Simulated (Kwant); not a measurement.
Model system: quantum point contact (saddle potential) in a InSb two-dimensional gas. Effective mass 0.014 mₑ, grid spacing 4.2 nm, hard walls, nominal width 100 nm (23 grid rows, so walls 100.8 nm apart), one parabolic valley, scattering region 300 nm long along x; energies count from the band bottom; Fermi energy swept from 0.001343 to 0.02197 eV. Potential (V0 + ½k y²) cos²(πx/L) for |x| < L/2, with V0 = 0.0084 eV, k = 4.9e-05 eV/nm², L = 81 nm. Perpendicular field 0.64 T, also in the leads; orbital effect alone.

The device is made up for the run: typed textbook-type constants, with dimensions and the other settings drawn at random.

Kwant, effective-mass tight-binding model on a square grid, one spin, coherent transport at 0 K. Conductance is in e²/h.

Sweep values stay those of the base run.

Base results: G (e²/h) at E = 11.51 meV 0.11; mean G (e²/h) over the sweep 0.28; G (e²/h) at E = 6.425 meV 0.0078; G (e²/h) at E = 16.59 meV 0.50.

### Question
What follows from this one change: curvature of the confinement 4.9e-05 → 9.8e-05 eV/nm²?

### Answer
G at E = 11.51 meV 0.11 → 0.031 e²/h; mean G over the sweep 0.28 → 0.14 e²/h; G at E = 6.425 meV 0.0078 → 0.0024 e²/h; G at E = 16.59 meV 0.50 → 0.20 e²/h.

### Question
What follows from this one change: length of the gated region 81 → 110 nm?

### Answer
G at E = 11.51 meV 0.11 → 0.036 e²/h; mean G over the sweep 0.28 → 0.26 e²/h; G at E = 6.425 meV 0.0078 → 0.00096 e²/h; G at E = 16.59 meV 0.50 → 0.47 e²/h.

### Question
What follows from this one change: effective mass 0.014 → 0.018 mₑ?

### Answer
G at E = 11.51 meV little changed (0.11 e²/h); mean G over the sweep 0.28 → 0.32 e²/h; G at E = 6.425 meV little changed (0.0078 e²/h); G at E = 16.59 meV 0.50 → 0.63 e²/h.

### Question
What follows from this one change: magnetic field 0.64 → 0.25 T?

### Answer
G at E = 11.51 meV 0.11 → 0.12 e²/h; mean G over the sweep 0.28 → 0.29 e²/h; G at E = 6.425 meV 0.0078 → 0.013 e²/h; G at E = 16.59 meV little changed (0.52 e²/h).
